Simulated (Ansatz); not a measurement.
# BP: energy against volume

BP (zinc blende, F-43m, 11.319 Å³/atom and stress up to 0.01 GPa in the relaxed cell, cube axes along x, y and z) under an equal strain ε along all three axes. LDA in Ansatz, a plane-wave DFT program (PAW, default set), 420 eV, 13×13×13 Γ-centred mesh, Fermi-Dirac smearing 0.05 eV; ions are relaxed, or left where forces stay under 0.02 eV/Å, within the symmetry of each cell.

Here V stands for volume and E for E less E0.

| volume (Å³/atom) | E less E0 (meV/atom) | pressure (GPa) |
|---|---|---|
| 10.6532 | 23.58 | 11.91 |
| 10.8171 | 13.08 | 8.66 |
| 10.9826 | 5.72 | 5.59 |
| 11.1499 | 1.40 | 2.71 |
| 11.3188 | 0.00 | -0.01 |
| 11.4894 | 1.39 | -2.56 |
| 11.6618 | 5.45 | -4.96 |
| 11.8358 | 12.08 | -7.22 |
| 12.0116 | 21.17 | -9.33 |
| 12.3684 | ? | ? |

**Question.** Fit E against V with the third-order Birch-Murnaghan form, a cubic in V^(-2/3), and predict the withheld value at V = 12.3684.

**Answer.** With u = V^(-2/3) - 0.198, the rows have u = 0.008544, 0.006453, 0.004393, 0.002364, 0.000366, -0.001603, -0.003543, -0.005454, -0.007337. Least squares gives E = 0.050 - 264.45·u + 354932·u² - 187408·u³. Residuals (row less fit): -0.004, 0.007, -0.002, -0.006, -0.001, 0.003, -0.001, -0.001, -0.001; standard error 0.005 (degrees of freedom: 5). Its minimum lies at u = 0.000373, so V0 = (0.198373)^(-3/2) = 11.32. There d²E/du² = 709400 and d³E/du³ = -1124000, so B0 = (4/9) × 11.32^(-7/3) × 709400 × 0.160218 = 176 GPa (the last factor turns the table's units into GPa), and B0' = 4 + (2/3) × 0.198373 × (-1124000)/709400 = 3.8. B0' rests on the cubic coefficient alone and has a standard error of 0.1 from these residuals. At the withheld row, u = -0.011022, so E = 0.050 - 264.45 × (-0.011022) + 354932 × (-0.011022)² - 187408 × (-0.011022)³ = 46.334 meV/atom. The calculation gives 46.34 meV/atom, 0.006 meV/atom above the prediction (0.0 % of the range of E in the table). The row lies outside the fitted rows, so this is an extrapolation. The scatter of the fitted rows lies at the last printed digit.

Other structures, which can take over under pressure, weren't tried. The same form fitted to the pressure column gives B0' = 3.8; series where the two differ by over 0.4 aren't shown. Rows are the converged runs of the series near zero and its far end, less any whose ions stayed unrelaxed beside relaxed ones; series whose fitted rows scatter by over a few per cent of the range, as at a crossing or softening among them, aren't shown in this form.
